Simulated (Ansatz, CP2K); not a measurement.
A CP2K input for a self-consistent single point of SnSe2 (P-3m1, 3 atoms in the cell) (DFT PBE, GPW, DZVP-MOLOPT-SR-GTH basis, GTH-PBE potentials (GTH_POTENTIALS)):

```
&GLOBAL
  PROJECT scf
  RUN_TYPE ENERGY_FORCE
  PRINT_LEVEL MEDIUM
&END GLOBAL
&FORCE_EVAL
  METHOD Quickstep
  STRESS_TENSOR ANALYTICAL
  &DFT
    BASIS_SET_FILE_NAME BASIS_MOLOPT
    POTENTIAL_FILE_NAME GTH_POTENTIALS
    &QS
      METHOD GPW
      EPS_DEFAULT 1E-11
    &END QS
    &MGRID
      CUTOFF 400
      REL_CUTOFF 50
      NGRIDS 5
    &END MGRID
    &SCF
      SCF_GUESS ATOMIC
      EPS_SCF 1E-6
      MAX_SCF 100
      ADDED_MOS 4
      &DIAGONALIZATION
        ALGORITHM STANDARD
      &END DIAGONALIZATION
      &MIXING
        METHOD BROYDEN_MIXING
        ALPHA 0.3
        NBUFFER 10
        BETA 1.5
      &END MIXING
    &END SCF
    &KPOINTS
      SCHEME MONKHORST-PACK 7 7 4
      GAMMA_CENTERED T
    &END KPOINTS
    &XC
      &XC_FUNCTIONAL PBE
      &END XC_FUNCTIONAL
    &END XC
    &PRINT
      &MO
        EIGENVALUES T
        OCCUPATION_NUMBERS T
        NDIGITS 8
        FILENAME mo
        &EACH
          QS_SCF 0
        &END EACH
        ADD_LAST NUMERIC
      &END MO
      &MULLIKEN ON
      &END MULLIKEN
    &END PRINT
  &END DFT
  &SUBSYS
    &CELL
      ABC 3.82576400 3.82576416 6.45863900
      ALPHA_BETA_GAMMA 90.00000000 90.00000000 119.99999860
      PERIODIC XYZ
    &END CELL
    &COORD
      SCALED
      Sn       0.00000000     0.00000000     0.00000000
      Se       0.66666700     0.33333300     0.75710000
      Se       0.33333300     0.66666700     0.24290000
    &END COORD
    &KIND Sn
      BASIS_SET DZVP-MOLOPT-SR-GTH-q4
      POTENTIAL GTH-PBE-q4
    &END KIND
    &KIND Se
      BASIS_SET DZVP-MOLOPT-SR-GTH-q6
      POTENTIAL GTH-PBE-q6
    &END KIND
  &END SUBSYS
  &PRINT
    &FORCES ON
    &END FORCES
    &STRESS_TENSOR ON
    &END STRESS_TENSOR
  &END PRINT
&END FORCE_EVAL
```

Q: Write the same calculation as an input for Ansatz (an electronic-structure program).

A: One input that does it (others would too):

Ansatz 0.2 input:
```yaml
# SnSe2
crystal:
  lattice:
    - [3.825764, 0.000000, 0.000000]
    - [-1.912882, 3.313209, 0.000000]
    - [0.000000, 0.000000, 6.458639]
  atoms:
    - { symbol: Sn, position: [0.000000, 0.000000, 0.000000] }
    - { symbol: Se, position: [0.666667, 0.333333, 0.757100] }
    - { symbol: Se, position: [0.333333, 0.666667, 0.242900] }
basis:
  ecutwfc: 30.9 Ry
kpoints:
  mp_grid: { grid: [7, 7, 4] }
hamiltonian:
  xc: pbe
  pseudopotentials: { kind: paw }
scf:
  occupations: { method: fixed }
output:
  forces: true
  eigenvalues: true
  stress: true
```

Basis settings and potentials, where a program has them, do not carry over. This input uses DFT, PBE, plane waves, default PAW files.

The starting cell comes from a database of computed structures (which also holds hypothetical and non-ambient phases and stackings), without a prior relaxation at this level. Its lattice was rescaled by a random factor within 2.5 % of one.
